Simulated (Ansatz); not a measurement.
Base system: PbSe in the rock salt structure (space group Fm-3m, No. 225; a = 6.2178 Å).

(Cell as relaxed with PBE.)

Levels (all Ansatz, a quantum-chemistry and plane-wave program, PAW): PBE (420 eV, no spin-orbit coupling); r2SCAN (500 eV, no SOC).

Each level relaxes its own structure.

| quantity | PBE | r2SCAN |
|---|---|---|
| volume per atom | 30.05 Å³ | ___ |
| lattice parameter a | 6.218 Å | ___ |
| band gap | 0.43 eV | ___ |
| gap character | direct at L | ___ |
| electron mass | 0.15 mₑ along k, 0.12 mₑ across | ___ |
| hole mass | 0.18 mₑ along k, 0.11 mₑ across | ___ |

**Question.** What does r2SCAN give?

**Answer.** 
- volume per atom, r2SCAN: 29.48 Å³
- lattice parameter a, r2SCAN: 6.178 Å
- band gap, r2SCAN: 0.67 eV
- gap character, r2SCAN: direct at L
- electron mass, r2SCAN: 0.19 mₑ along k, 0.14 mₑ across
- hole mass, r2SCAN: 0.24 mₑ along k, 0.11 mₑ across

PBE's volume per atom lies 0.57 Å³ above r2SCAN's (1.9 %); PBE's lattice parameter a lies 0.040 Å above r2SCAN's (0.6 %); PBE's band gap lies 0.232 eV below r2SCAN's; the two agree on the gap character. Neither level is exact; r2SCAN is the comparison here, not a measurement.

With Pb present, leaving out spin-orbit coupling can change the band edges. Masses are band curvatures over ±0.01 Å⁻¹ around the edge. Along k means along the line from Γ to the band edge. Whether these cells are dynamically stable was not tested.
